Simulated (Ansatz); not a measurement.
Input and output of a zone-centre phonon calculation for ScGa3 (Pm-3m, 4 atoms in the cell) (Ansatz, a program for electronic structure).

Computed with LDA (PW92), default PAW files made with PBE (plane waves; Ansatz).

```yaml
crystal:
  lattice:
    - [4.06135, 0.00000, 0.00000]
    - [0.00000, 4.06135, 0.00000]
    - [0.00000, 0.00000, 4.06135]
  atoms:
    - { symbol: Sc, position: [0.00000, 0.00000, 0.00000] }
    - { symbol: Ga, position: [0.50000, 0.50000, 0.00000] }
    - { symbol: Ga, position: [0.00000, 0.50000, 0.50000] }
    - { symbol: Ga, position: [0.50000, 0.00000, 0.50000] }
```

Reference input (self-consistent single point, DFT, LDA (PW92), plane waves, default PAW files made with PBE): basis.ecutwfc = 30.9 Ry; kpoints.mp_grid.grid = 8 8 8; hamiltonian.xc = lda; hamiltonian.pseudopotentials = {kind: paw} (the program's default PAW files); scf.occupations.method = gaussian; scf.occupations.width = 0.0073 Ry. This run's input differs from it in these lines:

Ansatz 0.2 input:
```diff
@@ -15,3 +15,3 @@
   mp_grid:
-    grid: [8, 8, 8]
+    grid: [19, 19, 19]
 hamiltonian:
@@ -24,6 +24,4 @@
     width: 0.0073 Ry
-output:
-  forces: true
-  eigenvalues: true
-  stress: true
+phonons:
+  method: dfpt
```

Log, with long lists cut:

```
SCF iter   1: F=—  HF=-13212.205509 eV  |F-HF|=—  |Δ(HF+E_count)|=         —  Δρ=6.14e-3  dr2=1.47e-2  ethr=1.77e-3  ⟨swp⟩=5.6  Hψ=119438  notcnv=0
all-band conjugate gradients solve this SCF's bands
preconditioner: auto → Kerker (q_TF=auto, 2.598 Å⁻¹)
SCF iter   2: F=—  HF=-13212.202786 eV  |F-HF|=—  |Δ(HF+E_count)|=   2.72e-3  Δρ=3.17e-3  dr2=6.28e-3  ethr=2.94e-5  ⟨swp⟩=2.4  Hψ=56209  notcnv=0
   [... lines left out ...]
SCF iter   7: F=—  HF=-13212.200972 eV  |F-HF|=—  |Δ(HF+E_count)|=   5.84e-7  Δρ=4.57e-6  dr2=1.13e-8  ethr=1.41e-9  ⟨swp⟩=2.0  Hψ=35376  notcnv=0  defer=2
SCF iter   8: F=—  HF=-13212.200973 eV  |F-HF|=—  |Δ(HF+E_count)|=   8.07e-9  Δρ=8.44e-7  dr2=2.02e-10  ethr=2.26e-11  ⟨swp⟩=2.0  Hψ=50442  notcnv=0  defer=2
SCF iter   9: F=—  HF=-13212.200973 eV  |F-HF|=—  |Δ(HF+E_count)|=  6.00e-11  Δρ=1.79e-7  dr2=1.69e-11  ethr=1.00e-12  ⟨swp⟩=2.0  Hψ=44371  notcnv=0  defer=2
SCF iter  10: F=-13212.200973 eV  HF=-13212.200973 eV  |F-HF|=3.64e-12  |Δ(HF+E_count)|=  5.46e-12  Δρ=4.63e-8  dr2=1.36e-12  ethr=1.00e-12  ⟨swp⟩=6.8  Hψ=120896  notcnv=0
SCF 1 converged in 10 iterations: F = -13212.200973 eV  dr2 = 1.36e-12
DFPT response loops at Γ: preconditioner auto → Kerker (q_TF=auto, 2.598 Å⁻¹) (partly filled bands, converged f_vac=0.000) …
the response loops of the zone centre start from zero, take more passes and end by a threshold …
Free energy (F): -13212.200973 eV
Internal energy: -13212.190897 eV  (E = F + TS)
E sigma→0 (E₀):  -13212.195935 eV
Entropy (-TS):   -0.010075 eV (-2.519 meV/atom)
Fermi energy:    11.916377 eV
   [... lines left out ...]
  ASR residual: 2.787e-5 → 0.000e0 eV/Å²; symmetrization residual: 2.755e-5 eV/Å²
  ASR residual per site (eV/Å²): 2.79e-5 2.30e-5 2.30e-5 2.30e-5
  Γ frequencies (cm⁻¹): 0.00 0.00 0.00 124.02 124.02 124.02 125.85 125.85 125.85 242.71 242.71 242.71
  non-analytic LO–TO correction: not included (Born effective charges unavailable; polar crystals: no LO–TO splitting at Γ)
```

The run converged in 10 iterations. 

Summary of the result:
Free energy E − TS (on the zero of these files): -13212.2010 eV
Fermi level (on the code's own zero): 11.92 eV
Zone-centre frequencies (cm⁻¹; negative means imaginary): 0, 0, 0, 124, 124, 124, 126, 126, 126, 243, 243, 243

The starting cell comes from a database of computed structures (which also holds hypothetical and non-ambient phases and stackings), without a prior relaxation at this level. Its lattice was rescaled by up to half a per cent.

Cost on one core of a shared machine: roughly 30 min.
